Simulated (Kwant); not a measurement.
Device: normal lead on a InAs wire with induced superconductivity. Mass 0.023 mₑ, grid 10 nm, pairing Δ = 0.5 meV, chemical potential 0.84 meV in the wire and 10 meV in the lead, Rashba 0.055 eV nm, Zeeman energy 1.9 meV along the wire, barrier 9.6 meV × 20 nm; the superconducting wire is semi-infinite.

The device is made up for the run: typed textbook-type constants, with dimensions and the other settings drawn at random.

Kwant, Bogoliubov-de Gennes tight-binding model of one subband, both spins, coherent transport at 0 K. Conductance is in e²/h.

Problem. Does the wire meet the condition for a Majorana end state, and what zero-bias conductance follows?

Solution. √(Δ² + μ²) = 0.978 meV against a Zeeman energy of 1.90 meV: the condition is met, so G(0) = 2e²/h whatever the barrier. Simulated G(0) = 2.00 e²/h.
